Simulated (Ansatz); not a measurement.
The starting structures come from a database of crystals and need not be the phases stable at ambient conditions.

Tunnelling through a barrier is set by its complex band structure: the current falls as exp(−2κd) with the smallest κ.

Input:

```
AlKMo2O8
1.0
    9.23817     0.00000     0.00000
    4.07710     8.28982     0.00000
    1.72036    -4.68044     2.63055
K Al Mo O
1 1 2 8
Cartesian
  2.89873   1.80469   1.31527
  0.00000   0.00000   0.00000
  7.12914   6.35562   0.60424
  7.90650  -2.74624   2.02631
  9.25322  -3.93536   2.22460
  5.78242   7.54474   0.40595
  8.34351  -1.46039   0.83359
  6.69212   5.06977   1.79695
  5.71345   2.65369   0.98506
  9.32219   0.95569   1.64549
  4.43902  -1.07069   1.23357
 10.59662   4.68007   1.39698
```

Space group of this cell: P-3m1. The cell is taken as given; by r2SCAN its mean pressure is -6.5 GPa.

Transport runs along the normal of the first two printed cell vectors, the (111) plane of the conventional cell.

No gap correction and no spin-orbit coupling; mid-gap values are interpolated between computed energies.

**Question.** State the band gap and the smallest decay constant κ at mid-gap according to r2SCAN (Ansatz, a quantum-chemistry and plane-wave program).

**Answer.** Gap 4.05 eV on a 12×12×12 mesh; κ = 0.577 1/Å, at (0.000, 0.500) of the in-plane reciprocal vectors. At the zone centre, at the nearest computed energy, the slowest state has κ = 0.59 1/Å.
